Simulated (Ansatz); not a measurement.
Start from W (space group Pm-3n, No. 223; a = 5.033 Å).

Method: PBEsol (Ansatz, a quantum-chemistry and plane-wave program, PAW, no SOC).

One change was made to it. Results:

```tsv
quantity	base	after
shortest interatomic distance	2.517 Å	2.504 Å
density	19.16 g/cm³	19.45 g/cm³
```

Which of these changes matches the shifts?
A. pressure 0.7 GPa
B. pressure 1.5 GPa
C. pressure 10 GPa
D. pressure 5 GPa

D, pressure 5 GPa. For comparison, the shortest interatomic distance in the other runs: pressure 10 GPa gives 2.492 Å; pressure 1.5 GPa gives 2.513 Å; pressure 0.7 GPa gives 2.515 Å.

Load acts through the strain it causes; cell and atoms are relaxed under it. Whether these cells are dynamically stable was not tested. No other phases were tried under pressure. The final runs are not spin-polarised. This is not the structure that W has at room temperature and ambient pressure.
